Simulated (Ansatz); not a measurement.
The parent structure is Sr in the fcc (Cu type) structure (space group Fm-3m, No. 225; a = 5.9225 Å). Axes: x, y, z lie along the cube axes.

Level of theory: PBEsol (Ansatz, a first-principles code, PAW, no spin-orbit coupling).

Before the change:

The shortest interatomic distance is 4.188 Å and the pressure is 0.0 GPa. The band gap is zero.

One thing is altered: a pure shear with ε_xy = ε_yx = 0.0086, atoms relaxed at fixed cell.

Problem. Estimate the effect on the energy relative to the base, shortest interatomic distance, pressure and band gap.

Solution. The energy increases by 0.6 meV/atom; the shortest interatomic distance shrinks by 0.036 Å, from 4.188 Å to 4.152 Å; the pressure (mean of the normal stresses, compression positive) stays 0.0 GPa; the band gap stays zero.

The cells carry an imposed strain or load. Whether these cells are dynamically stable was not tested.
